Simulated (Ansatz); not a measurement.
Consider the following.

```
LiF
1.0
    0.00000     2.00340     2.00340
    1.96350     0.00000     2.00340
    1.96350     2.00340     0.00000
F Li
1 1
Cartesian
  0.00000   0.00000   0.00000
  1.96350   2.00340   2.00340
```

No spin polarisation.

Computed with r2SCAN, PAW, 500 eV (Ansatz, a quantum-chemistry and plane-wave program; no spin-orbit coupling). Γ-centred 14×14×14 mesh, Fermi–Dirac width 0.05 eV.

Problem. Predict the valence-band top at Γ (three highest levels, from the VBM).

Solution. 0.00, 0.00, -0.05 eV.

Problem. Predict the band gap.

Solution. 10.38 eV.

Problem. Predict the electron mass.

Solution. 0.88 mₑ (at Γ).

Load acts through the strain it causes; cell and atoms are relaxed under it. Effective masses come from finite differences of ±0.01 Å⁻¹. Beyond what the load breaks, stability against distortions was not tested. The cell was made from LiF in the rock salt structure (space group Fm-3m, No. 225) by this change: uniaxial stress, 2 GPa compression along x.
